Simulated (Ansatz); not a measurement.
System: Cu-vacancy pair (Cu on one host Ru site, one Ru site vacant) in hcp Ru (neutral cell). The step: Cu and the vacancy change places (Cu-vacancy distance between ideal sites 2.72 Å throughout); the atom moves 2.68 Å along (-0.98, 0.00, 0.00) of the unit cell; the moving atom starts with neighbours 4 Ru at 2.67, 2 Ru at 2.67, 3 Ru at 2.75, 2 Ru at 2.76 Å and ends with 4 Ru at 2.67, 2 Ru at 2.67, 3 Ru at 2.75, 2 Ru at 2.76 Å. DFT values are from Ansatz (plane-wave PAW, 420 eV unless said) in a cell of 36 host sites, spin-restricted, static, with no finite-size correction. Forms of the defect that were not tried may lie lower. The start lies 0.11 eV above the lowest site run (PBE). For the PBE band: the program found a first-order saddle point.

```
Level                                                                                   Forward barrier (eV)  Cost of the band or of the saddle's single point
--------------------------------------------------------------------------------------  --------------------  ------------------------------------------------
CHGNet universal potential (has no charge state), its own band                                          0.45                                                 -
PBE, a 2×2×2 k-point mesh shifted by half a step along c, band relaxed                                  1.08            about 90 core-minutes (a rough figure)
PBE, a 4×4×4 k-point mesh shifted by half a step along c, same geometries                               1.07                      very roughly 14 core-minutes
r2SCAN at 500 eV, a 2×2×2 k-point mesh shifted by half a step along c, same geometries            (withheld)                       very roughly 6 core-minutes
```

Question: Some entries are withheld; supply them.

Answer: 
- r2SCAN at 500 eV, a 2×2×2 k-point mesh shifted by half a step along c, same geometries, Forward barrier (eV): 1.05

Ansatz is a quantum-chemistry and plane-wave program.
